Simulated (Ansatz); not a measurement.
Take SnSe2 in the CdI2 type structure (space group P-3m1, No. 164; layered, stacked along the Cartesian z axis) as the base.

```xyz
3
Lattice="3.8258 0.0000 0.0000 -1.9129 3.3133 0.0000 0.0000 0.0000 6.2309" Properties=species:S:1:pos:R:3 pbc="T T T"
Sn     0.0000     0.0000     0.0000
Se     0.0000     2.2088     1.5760
Se     1.9129     1.1044     4.6549
```

Cartesian axes are those of the cell as printed.

Calculations: r2SCAN+rVV10 (Ansatz, a quantum-chemistry and plane-wave program; PAW; 500 eV plane waves; spin-orbit coupling left out).

Base values:

* **Band gap**: 0.94 eV
* **Pressure**: 0.00 GPa
* **Smallest direct gap**: 1.49 eV

Perturbation: uniaxial strain ε_xx = +0.75 %, all other strain components held at zero, atoms relaxed at fixed cell.

How does this affect the energy relative to the base, band gap, pressure and smallest direct gap?

The energy increases by 0.5 meV/atom; the band gap drops by 0.05 eV to 0.89 eV; the pressure (mean of the normal stresses, compression positive) goes from zero to -0.38 GPa; the smallest direct gap decreases by 0.05 eV to 1.44 eV.

No phonon test of stability was made.
